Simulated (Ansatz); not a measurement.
# GeS2 (P4₂/nmc, No. 137, 6 atoms in the cell; start mp-1071032)

The numbers are results of dielectric-dependent PBEsol hybrid in Ansatz (plane waves, PAW), not measurements.

Settings: plane-wave cutoff 460 eV, 6×6×2 k mesh (along the axes of the cell as run), Fermi–Dirac smearing 0.01 eV, scalar-relativistic PAW data made under PBE.

Cell (relaxed with PBE-D3(BJ)):

```
CELL_PARAMETERS angstrom
      3.48548     0.00000     0.00000
      0.00000     3.48548     0.00000
      0.00000     0.00000    10.84413
ATOMIC_POSITIONS crystal
  Ge 0.00000 0.00000 0.50000
  Ge 0.50000 0.50000 0.00000
  S  0.00000 0.50000 0.86865
  S  0.00000 0.50000 0.36865
  S  0.50000 0.00000 0.63135
  S  0.50000 0.00000 0.13135
```

* **band gap**: 2.03 eV (indirect)
* **smallest direct gap on the k points sampled**: 2.19 eV

Note: cell and atoms aren't relaxed at this level (pressure -1.8 GPa).

Spin–orbit coupling is not included.

Static lattice: no zero-point or thermal effects.

A start named mp-… is a Materials Project structure, which need not be a measured phase.

Ansatz is a quantum-chemistry and plane-wave program.
